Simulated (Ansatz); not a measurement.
## MoSi2: response to strain

Consider MoSi$_{2}$ (space group I4/mmm, No. 139; relaxed with 0.1 eV smearing).

```cif
data_MoSi2
_chemical_formula_sum 'Si2 Mo1'
_space_group_name_H-M_alt 'P 1'
_space_group_IT_number 1
_cell_length_a 4.54709
_cell_length_b 4.54709
_cell_length_c 4.54709
_cell_angle_alpha 138.570
_cell_angle_beta 138.570
_cell_angle_gamma 60.031
loop_
_space_group_symop_operation_xyz
  'x, y, z'
loop_
_atom_site_label
_atom_site_type_symbol
_atom_site_fract_x
_atom_site_fract_y
_atom_site_fract_z
_atom_site_occupancy
Si1 Si 0.66492 0.66492 0.00000 1
Si2 Si 0.33508 0.33508 0.00000 1
Mo1 Mo 0.00000 0.00000 0.00000 1
```

Strains are applied to the cell and any free atomic positions relax.

Computed with PBE in Ansatz (plane waves to 420 eV, PAW, no spin-orbit coupling).

Notes on the quantities. pressure: mean of the normal stresses, compression positive; energy relative to the base: free energy F.

| change | volume per atom | pressure | energy relative to the base |
|---|---|---|---|
| base | 13.58 Å³ | 0.0 GPa | 0 meV/atom |
| isotropic strain −3.00 % | 12.39 Å³ | 23.0 GPa | +78 meV/atom |
| isotropic strain −2.50 % | 12.59 Å³ | 18.4 GPa | +53 meV/atom |
| isotropic strain −2.00 % | 12.78 Å³ | 14.2 GPa | +34 meV/atom |
| isotropic strain −1.00 % | 13.18 Å³ | 6.6 GPa | +8.1 meV/atom |
| isotropic strain −0.50 % | 13.38 Å³ | 3.2 GPa | +2.0 meV/atom |
| isotropic strain +0.50 % | 13.79 Å³ | -3.0 GPa | +1.9 meV/atom |
| isotropic strain +1.50 % | 14.20 Å³ | -8.3 GPa | +17 meV/atom |
| isotropic strain +2.00 % | 14.41 Å³ | -10.6 GPa | +29 meV/atom |
| isotropic strain +3.00 % | 14.84 Å³ | ___ | ___ |

Q: Fill in the withheld entries from the trend.

A: 
- isotropic strain +3.00 %, pressure: -14.8 GPa
- isotropic strain +3.00 %, energy relative to the base: +63 meV/atom

Stability against distortions was not tested. The final runs are not spin-polarised.

Ansatz is a first-principles code.
